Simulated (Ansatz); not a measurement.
The reference is BeTe in the zinc blende structure (space group F-43m, No. 216; a = 5.657 Å).

One thing is altered: a hydrostatic pressure of 15 GPa.

Levels (all Ansatz, a quantum-chemistry and plane-wave program, PAW): r2SCAN (500 eV, no spin-orbit coupling); HSE06 (420 eV, scalar-relativistic without spin-orbit coupling).

The geometry is relaxed with r2SCAN.

| Property | Result |
|---|---|
| r2SCAN band gap | 1.88 eV |

Question: What does HSE06 give at this geometry for the band gap?

Answer: The band gap goes up by 0.30 eV (1.88 eV → 2.18 eV).

Single points use the geometry relaxed with r2SCAN. Their cutoffs differ, which shifts pressures a little. HSE06 was sampled on its mesh, a few special points and the semilocal edge points, so its gap is an upper bound. With Te present, leaving out spin-orbit coupling can change the band edges. Load acts through the strain it causes; cell and atoms are relaxed under it. Whether these cells are dynamically stable was not tested. No other phases were tried under pressure.
